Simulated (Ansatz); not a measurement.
Data:

End structure of the (20-21) surface of hcp Sc in its 1x1 cell, outermost plane spacing 0.23 Å in the ideal cut:

```
CELL_PARAMETERS angstrom
      3.31984     0.00000     0.00000
     -1.65992    10.72321     0.00000
      0.00000     0.00000    26.00000
ATOMIC_POSITIONS crystal
  Sc 0.54712 0.09424 0.31410
  Sc 0.92173 0.84345 0.32123
  Sc 0.77755 0.55509 0.36418
  Sc 0.14786 0.29571 0.37759
  Sc 0.01041 0.02083 0.41433
  Sc 0.38087 0.76175 0.42198
  Sc 0.24243 0.48486 0.46811
  Sc 0.61464 0.22929 0.47808
  Sc 0.47361 0.94722 0.52192
  Sc 0.84582 0.69165 0.53189
  Sc 0.70738 0.41476 0.57802
  Sc 0.07784 0.15568 0.58567
  Sc 0.94040 0.88080 0.62241
  Sc 0.31071 0.62142 0.63582
  Sc 0.16653 0.33306 0.67877
  Sc 0.54114 0.08227 0.68590
```

Model: 16-atom slab, 9.9 Å thick at the start (thin: gaps and levels are the slab's own), 11x4x1 mesh, Fermi-Dirac 0.1 eV, dipole correction, single point; on the structure that PBE left under its start's symmetry; no spin, no spin-orbit, no U.

Problem. What surface energy (mean of both faces) does r2SCAN, at the PBE geometry (Ansatz, a program for electronic structure) give?

Solution. 1.32 J/m²

Problem. What is the computed work function of the top face (r2SCAN, at the PBE geometry)?

Solution. 3.48 eV
